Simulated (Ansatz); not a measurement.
Take B (space group I4_132, No. 214; a = 4.6330 Å; a hypothetical phase, not in the database extracts checked) as the base. Axes: x, y, z lie along the cube axes.

Modification: a pure shear with ε_xz = ε_zx = -0.0099, atoms relaxed at fixed cell.

Levels (all Ansatz, a program for electronic structure, PAW): PBEsol (420 eV, without spin-orbit coupling); HSE06 (420 eV, scalar-relativistic without spin-orbit coupling).

The geometry is relaxed with PBEsol.

| Property | Result |
|---|---|
| PBEsol lowest conduction level above the VBM at special points | Γ 1.36 eV; Z 2.74 eV; L 2.78 eV |

Task: What does HSE06 give at this geometry for the lowest conduction level above the VBM at special points?

Result: The lowest conduction level above the VBM at special points becomes Γ 2.38 eV; Z 3.69 eV; L 3.73 eV (PBEsol: Γ 1.36 eV; Z 2.74 eV; L 2.78 eV).

Single points use the geometry relaxed with PBEsol. The hybrid gap comes from the SCF mesh plus the semilocal run's edge points and a few special points and is an upper bound. The levels and masses belong to the bands next to the band gap. The cells carry an imposed strain or load. Whether these cells are dynamically stable was not tested. Labels are those of the standard path for the cell's own space group.
